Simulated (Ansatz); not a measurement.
## Worked example: self-consistent single point of Hf₂Hg (I4mm, 3 atoms in the cell) in Ansatz

Method of the run: PBEsol, default PAW files made with PBE (plane waves; Ansatz, a program for electronic structure).

Input:

Ansatz 0.2 input:
```yaml
# Hf2Hg
crystal:
  lattice:
    - [-1.660045, 1.660045, 5.784150]
    - [1.660045, -1.660045, 5.784150]
    - [1.660045, 1.660045, -5.784150]
  atoms:
    - { symbol: Hf, position: [0.670052, 0.670052, 0.000000] }
    - { symbol: Hf, position: [0.334270, 0.334270, 0.000000] }
    - { symbol: Hg, position: [0.000000, 0.000000, 0.000000] }
basis:
  ecutwfc: 30.9 Ry
kpoints:
  mp_grid: { grid: [12, 12, 12] }
hamiltonian:
  xc: pbesol
  pseudopotentials: { kind: paw }
scf:
  occupations: { method: fermi_dirac, width: 0.0073 Ry }
output:
  forces: true
  eigenvalues: true
  stress: true
```

Output (repeated stretches shortened):

```
WARN ansatz: RAYON_NUM_THREADS=1 ignored (pool sized by the plan → 1); use --threads N
basis.fft_grid_basis auto: the FFT boxes are laid along the combinations [[1, 0, 1], [0, 1, 1], [0, 0, 1]] of the cell's own vectors, 3.320, 3.320 and 6.242 Å …
Pseudopotentials: kind: paw
Pseudopotential: Hf, paw, valence charge 26
Pseudopotential: Hg, paw, valence charge 20
Crystal: 3 atoms, lattice volume = 63.759 Å³
Basis set: ecut = 420.4159175005146 eV, 1231 PW (Γ), FFT grids on a1+a3, a2+a3, a3, exchange–correlation on 48×48×90 points (8 copies of the dense FFT grid, shifted against one another)
Bands: 44, of which v1, the nominal top of the filled ones, is band 36 counted from 1 (35 counted from 0)
Symmetry: 8 space group operations
Space group: I4mm (ITA 107), of the structure as read, at distance tolerance 4.0e-5 Å
k-points: 163 of 1728 (time reversal used)
PAW frozen core: Hf, regenerated for the run's functional, and the local potential with it
PAW frozen core: Hg, regenerated for the run's functional, and the local potential with it
Initial density: superposition of atomic densities (neutral atoms: chi_scale 0, normalization atom), corrected by the library's trained network
Initial wavefunctions: pseudopotential atomic-orbital guess
Eigensolver: davidson
Functional: x = pbesol(κ = 0.804, μ = 0.12345679012345678), c = pbesol(β = 0.046)
SCF iter   1: F=—  HF=-44864.670993 eV  |F-HF|=—  |Δ(HF+E_count)|=         —  Δρ=4.41e-3  dr2=1.14e-2  ethr=1.77e-3  ⟨swp⟩=5.7  Hψ=22714  notcnv=0  defer=1
all-band conjugate gradients solve this SCF's bands
preconditioner: auto → Kerker (q_TF=auto, 2.784 Å⁻¹)
SCF iter   2: F=—  HF=-44864.670479 eV  |F-HF|=—  |Δ(HF+E_count)|=   5.14e-4  Δρ=2.56e-3  dr2=4.52e-3  ethr=1.59e-5  ⟨swp⟩=2.0  Hψ=9979  notcnv=0  defer=2
SCF iter   3: F=—  HF=-44864.670000 eV  |F-HF|=—  |Δ(HF+E_count)|=   4.79e-4  Δρ=6.29e-4  dr2=4.65e-4  ethr=6.28e-6  ⟨swp⟩=2.0  Hψ=9907  notcnv=0  defer=2
SCF iter   4: F=—  HF=-44864.669815 eV  |F-HF|=—  |Δ(HF+E_count)|=   1.85e-4  Δρ=2.75e-4  dr2=5.94e-5  ethr=6.46e-7  ⟨swp⟩=2.0  Hψ=12379  notcnv=0  defer=2
SCF iter   5: F=—  HF=-44864.669762 eV  |F-HF|=—  |Δ(HF+E_count)|=   5.31e-5  Δρ=1.27e-4  dr2=1.10e-5  ethr=8.24e-8  ⟨swp⟩=2.0  Hψ=11166  notcnv=0  defer=2
SCF iter   6: F=—  HF=-44864.669761 eV  |F-HF|=—  |Δ(HF+E_count)|=   6.84e-7  Δρ=3.30e-5  dr2=9.72e-7  ethr=1.52e-8  ⟨swp⟩=2.0  Hψ=11370  notcnv=0  defer=2
SCF iter   7: F=—  HF=-44864.669760 eV  |F-HF|=—  |Δ(HF+E_count)|=   4.62e-7  Δρ=1.64e-5  dr2=2.09e-7  ethr=1.35e-9  ⟨swp⟩=2.1  Hψ=12527  notcnv=0  defer=2
SCF iter   8: F=-44864.669760 eV  HF=-44864.669760 eV  |F-HF|=4.24e-8  |Δ(HF+E_count)|=   6.73e-8  Δρ=7.37e-6  dr2=5.51e-8  ethr=1.39e-10  ⟨swp⟩=6.4  Hψ=30855  notcnv=0
SCF 1 converged in 8 iterations: F = -44864.669760 eV  dr2 = 5.51e-8
SCF converged after 8 iterations
Free energy (F): -44864.669760 eV
Harris-Foulkes:  -44864.669760 eV  (|F-HF|=4.24e-8)
Internal energy: -44864.599919 eV  (E = F + TS)
E sigma→0 (E₀):  -44864.634840 eV
Entropy (-TS):   -0.069841 eV (-23.280 meV/atom)
Fermi energy:    19.742013 eV
--- Per-component energies (eV) ---
  E_band       = -251.237369
  E_kinetic    = 1451.260711
  E_local      = -12403.223811  (includes V_loc(G=0)·N_el)
  E_nonlocal   = -2404.846092
  E_hartree    = 5750.717746
  E_xc         = -815.644489
  E_vxc        = -795.292047  (∫ρ·V_xc dr)
  E_paw        = -23412.366506  (= ΣΔE_a)
  E_vpaw       = 2399.430541  (= ΣTr[D̂ρ^β])
  E_aug_tail   = 0.000858  (compensation charges beyond the density's cutoff)
  E_ewald      = -13033.329171
  E_core_change = 2.830834  (= ΣΔE_core)
  E_smearing   = -0.069841  (= −TS)
  E_closure    = 0.000000  (closes the sum)
  Σ components = -44864.669760   (vs F -44864.669760, Δ=0.00e0)
--- Forces (eV/Å), atoms counted from 1 ---
  atom   1  Hf    -0.00000000    -0.00000000    -0.50919532
  atom   2  Hf     0.00000000    -0.00000000     0.38769854
  atom   3  Hg     0.00000000    -0.00000000     0.12141365
  max |Σ_I F_I| component: 8.31e-5 eV/Å
--- Stress (GPa, compression-positive) ---
       -1.496686       0.000000      -0.000000
        0.000000      -1.496686      -0.000000
       -0.000000       0.000000      -0.651464
  P = ⅓ Tr σ = -1.2149 GPa (-12.149 kbar)
  The stress holds the Pulay correction. Without it, at fixed plane waves, as pw.x and ABINIT print it: P = -1.2595 GPa
--- Band table (eV; the first three rows and the last of 163) ---
  k-point 0: bands = ["-95.9211", "-44.2733", "-44.2733", "-44.2684", "-42.3744", "-42.2977", "-11.2820", "-10.9955", "-10.9955", "-10.8296", "-10.7073", "-10.7073", "7.6636", "7.6675", "7.6708", "7.6717", "7.6717", "7.6943", "7.6977", "7.6977", [...]
  k-point 1: bands = ["-95.9211", "-44.2741", "-44.2740", "-44.2682", "-42.3705", "-42.2987", "-11.2777", "-11.0291", "-11.0170", "-10.7990", "-10.7364", "-10.7190", "7.6639", "7.6671", "7.6698", "7.6724", "7.6774", "7.6929", "7.6971", "7.6978", [...]
  k-point 2: bands = ["-95.9210", "-44.2763", "-44.2761", "-44.2677", "-42.3599", "-42.3015", "-11.2692", "-11.0785", "-11.0753", "-10.8107", "-10.7573", "-10.7510", "7.6652", "7.6671", "7.6745", "7.6763", "7.6785", "7.6910", "7.6956", "7.7006", [...]
  k-point 162: bands = ["-95.9211", "-44.2733", "-44.2733", "-44.2684", "-42.3732", "-42.2988", "-11.2506", "-10.9963", "-10.9963", "-10.8644", "-10.7065", "-10.7065", "7.6632", "7.6663", "7.6728", "7.6728", "7.6747", "7.6924", "7.6982", "7.6982", [...]
```

The run converged in 8 iterations.

The starting cell comes from a database of computed structures (which also holds hypothetical and non-ambient phases and stackings), without a prior relaxation at this level. Its lattice was rescaled by up to half a per cent. One atom was moved a little off its site on purpose. Spin-orbit coupling is off. Ansatz's pressure includes its estimate of the finite-basis (Pulay) stress.
